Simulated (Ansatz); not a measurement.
We consider MgCu3H (model structure, Pm-3m, No. 221, 5 atoms in the cell), described by PBE (plane waves, PAW; Ansatz, a quantum-chemistry and plane-wave program).

Settings: plane-wave cutoff 520 eV, 16×16×16 k mesh, Fermi–Dirac smearing 0.05 eV, no spin polarisation, scalar-relativistic PAW data made under PBE.

Cell (relaxed at this level):

```
Cu3MgH
1.0
    3.84159     0.00000     0.00000
    0.00000     3.84159     0.00000
    0.00000     0.00000     3.84159
Mg Cu H
1 3 1
Direct
  0.00000   0.00000   0.00000
  0.50000   0.50000   0.00000
  0.50000   0.00000   0.50000
  0.00000   0.50000   0.50000
  0.50000   0.50000   0.50000
```

Task: Predict the bulk modulus.

Result: 
- bulk modulus: 102 GPa

Note: the run has no spin polarisation, so it can have missed a magnetic state; the bulk modulus is −V dP/dV from two relaxed cells at ±2 % in volume; the relaxation could raise the start's symmetry but not lower it, so the cell can be a saddle point.

Computed values are for the static lattice.

A model structure was made by putting elements into a prototype or built by hand; it is no filed structure, need not be a known phase, and can be a saddle point held by its symmetry.
